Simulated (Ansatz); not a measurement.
An Ansatz (a program for electronic structure) input (PBEsol (Ansatz; PAW; 420 eV plane waves; scalar-relativistic without spin-orbit coupling)):

Ansatz 0.2 input:
```yaml
crystal:
  lattice:
    - [4.2768682793, 0, 0]
    - [2.1384341396, 3.7038765785, 0]
    - [0, 0, 16.7460241635]
  atoms:
    - { symbol: Ge, position: [0.6666666667, 0.1666666667, 0.4478675014] }
    - { symbol: W, position: [0.3333333333, -0.1666666667, 0.5] }
    - { symbol: Ge, position: [1, 0.5, 0.5521324986] }
basis: { ecutwfc: 420, ecutrho_ratio: 4, xc_grid: 2, fft_grid_basis: typed }
kpoints: { mp_grid: { grid: [13, 13, 1] } }
hamiltonian:
  xc: pbesol
  dispersion: none
  pseudopotentials: { kind: paw }
scf: { occupations: { method: fermi_dirac, width: 0.05 }, convergence: { dr2_threshold: 0.0000000003 } }
relax: { f_tol: 0.01, max_steps: 50 }
output: { forces: true, stress: true }
checkpoint: { write: state.ck, write_every: 1000 }
```

**Question.** Which symmetry and how many k-points will the program report, and about how many plane waves at Γ?

**Answer.** Space group P-3m1 (ITA 164) with 12 operations, k-points 21 of 169, and 5161 plane waves at Γ.

Stability against distortions was not tested. The cell was made from WGe2 (space group Fm-3m, No. 225; a hypothetical phase, not in the database extracts checked) by this change: a free-standing slab of 1 layer (3 atoms, 3 a layer) is cut normal to [111], with 15 Å of vacuum and the in-plane cell held at bulk. WGe2 has a high density of states at the Fermi level and may be magnetic at this level.
